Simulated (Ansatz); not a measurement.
Cell and atoms of amorphous In24O37Sr:

```
In24SrO37
1.0
    9.67769    -0.23207    -0.11777
   -0.23207     9.40257     0.14540
   -0.11777     0.14540     9.72692
In O Sr
24 37 1
Cartesian
  1.98289   9.00988   3.75714
  5.84128   0.59831   5.09983
  8.16818   0.55712   2.23173
  4.37664   8.79241   1.26609
  0.11564   7.38115   7.54471
  0.97492   3.24256   2.38133
  1.29382   0.49131   0.32957
  8.08891   7.40650   0.42306
  4.33521   6.42996   4.10598
  8.37621   0.44113   7.73772
  7.58050   7.27470   4.42981
  3.18548   5.83096   7.33004
  2.89752   0.50032   7.20887
 -0.01647   1.58780   4.99351
  0.32562   3.70377   7.99390
  2.93329   2.99828   5.18834
  7.27404   4.18193   3.28717
  5.60477   7.84888   7.63739
  3.26254   3.01613   9.22235
  4.88059   2.24662   2.57458
  1.85245   6.36820   1.19669
  0.63945   5.73475   4.72726
  7.07732   2.75902   0.23395
  5.05148   5.57604   0.41806
  1.33919   2.66928   0.28814
  6.37844   0.48585   7.21608
  8.11420   3.91379   8.58620
  3.08650   3.12376   2.97339
  8.21529   7.84659   2.42832
  0.71408   5.33138   2.57187
  3.33362   0.83977   9.45267
  7.79860   7.69377   7.94821
  2.38499   7.05910   4.48327
  0.11750   6.89527   9.63925
  4.33223   0.17721   3.18250
  0.65518   9.42623   8.10835
  1.89793   0.79860   5.30020
  1.95166   8.47700   1.69073
  1.06084   5.54443   6.99432
  8.79181   0.24771   0.12405
  2.21428   2.91047   7.37648
  3.95246   4.85479   5.58240
  5.23854   3.18170   8.78036
  6.20326   6.02876   3.34185
  8.40914   2.78909   2.05686
  4.30387   1.67155   6.08695
  6.19691   1.04526   1.33691
  8.84227   2.12476   6.62929
  3.40102   7.93754   7.60343
  5.26911   5.79477   7.97843
  5.62878   7.80383   5.38652
  2.89937   5.20743   9.47350
  8.21874   5.08288   4.90571
  0.63584   1.09703   2.85516
  5.89521   4.00269   1.55778
  7.86278   0.27440   4.35210
 -0.17161   7.71763   5.45053
  6.09580   2.66156   4.25572
  3.89096   6.68624   1.87491
  0.91105   3.51136   4.63443
  5.89834   7.60392   0.20780
  6.28647   3.79125   6.69352
```

Methods: PBE, scalar-relativistic without spin-orbit coupling (Ansatz, a quantum-chemistry and plane-wave program); r2SCAN, scalar-relativistic without spin-orbit coupling (Ansatz); HSE06, scalar-relativistic without spin-orbit coupling (Ansatz). Neutral PBE cell, which sets geometry, pressure and energy: sampling: a 2×2×2 Γ-centred mesh; Fermi-Dirac width 0.02 eV; no spin polarisation. Exact exchange is cut at the faces of this 9 Å cell, which leaves hybrid gaps a finite-size error.

It comes from a melt-quench run on a machine-learned potential (CHGNet), relaxed afterwards by DFT. O atoms were pushed apart under 1.9 Å during the dynamics, to hinder bonds among them. The hot cell started wider than the set density and was brought back towards it in steps. It is the lowest in DFT energy of 2 quenches. It is a model cell: composition and starting density were chosen by hand, and all elements were melted together. No dispersion term was used. Its density started from a set value of 6.45 and ended at 6.45 g/cm³. The simulated quench (nominally 220 K/ps over its main leg) is rapid and tends to freeze in more defects than a deposited or slowly cooled glass has. A cell of this size samples the disorder only roughly. The volume was held where the preparation left it and the shape relaxed.

### Question
Give the pressure, the energy against reference phases and the spacing of the highest filled and lowest empty levels.

### Answer

```yaml
Pressure on a 2×2×2 Γ-centred mesh: 1.05 GPa
Largest force and stress component on that mesh (the relaxation ran on the zone centre alone): 0.06 eV/Å and 1.1 GPa
Energy relative to bixbyite In2O3 + rock-salt SrO (lowest mix at this level among the phases computed, not always the ambient ones): 0.159 eV/atom
Level gap on a 2×2×2 Γ-centred mesh (PBE): 0.39 eV
Level gap at the zone centre (PBE): 0.48 eV
Level gap at the zone centre (r2SCAN): 0.85 eV
Level gap at the zone centre (HSE06): 1.76 eV
Distance between the nearest levels spread over more than a fifth of the atoms or a third of the atoms of their main element (six at least) (PBE, zone centre): 0.68 eV
```

### Question
At PBE and the zone centre, how localised are the states just below and above the Fermi level (participation number: the atoms over which a state spreads)?

### Answer
The highest filled state is spread over 8.3 atoms' worth, largest on O44, with weights by element (charge in smoothed Voronoi cells) O 0.94, In 0.06, Sr 0.00. The lowest empty state is spread over 56.8 atoms' worth, largest on O27, with weights by element (charge in smoothed Voronoi cells) O 0.58, In 0.40, Sr 0.01.

At PBE the levels at the filled edge of the gap are localised (band-tail or defect states).

Cut-offs for bonds: In-In 3.12 Å, In-O 2.70 Å, In-Sr 3.65 Å, O-O 1.58 Å, O-Sr 3.13 Å, Sr-Sr 4.18 Å. Two cations that share two anions don't count as bonded, nor two that share one unless they lie closer than In-In 3.04 Å, In-Sr 3.55 Å, Sr-Sr 4.07 Å.
